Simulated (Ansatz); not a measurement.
Cubic perovskite CsPbCl3 (cubic high-temperature phase)

Method: r²SCAN+rVV10 (PAW; Ansatz, an electronic-structure program).

Settings: plane-wave cutoff 500 eV, 8×8×8 k mesh, Fermi–Dirac smearing 0.05 eV, scalar-relativistic PAW data made under PBE.

Cell (relaxed at this level):

Space group Pm-3m (No. 221); a = b = c = 5.626 Å, α = β = γ = 90.00°

```tsv
atom	site	symmetry	x	y	z
Cs	1a	m-3m	0.0000	0.0000	0.0000
Pb	1b	m-3m	0.5000	0.5000	0.5000
Cl	3c	4/mm.m	0.0000	0.5000	0.5000
```

For cubic perovskite CsPbCl3 (cubic high-temperature phase), the band gap is 2.31 eV (on the SCF k mesh).

Note: the relaxation could not lower the start's symmetry, so the cell can be a saddle point above a distorted one.

Spin–orbit coupling is not included; with these elements it can move the gap by several tenths of an eV or more.

Computed values are for the static lattice.
